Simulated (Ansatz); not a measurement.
Given:

```
CELL_PARAMETERS angstrom
      0.00000     2.55781     2.57747
      2.55781     0.00000     2.57747
      2.55781     2.55781     0.00000
ATOMIC_POSITIONS crystal
  O  0.00000 0.00000 0.00000
  Sr 0.50000 0.50000 0.50000
```

No spin polarisation.

The values are results of PBEsol (Ansatz, a quantum-chemistry and plane-wave program; PAW; 420 eV plane waves; without spin-orbit coupling), not measurements. Settings: 11×11×11 k-points, 0.05 eV Fermi–Dirac smearing.

Question: Predict the valence-band top at Γ, gap character and electron mass.

Answer: The valence-band top at Γ (three highest levels, from the VBM) comes out as 0.00, 0.00, -0.03 eV and the gap character is indirect, Γ → X. The electron mass comes out as 1.2 mₑ along k, 0.39 mₑ across (at X).

Load acts through the strain it causes; cell and atoms are relaxed under it. Effective masses come from finite differences of ±0.01 Å⁻¹. Along k means along the line from Γ to the band edge. Stability under load was not tested beyond the relaxation. The cell was made from SrO in the rock salt structure (space group Fm-3m, No. 225) by this change: uniaxial stress, 1 GPa tension along z.
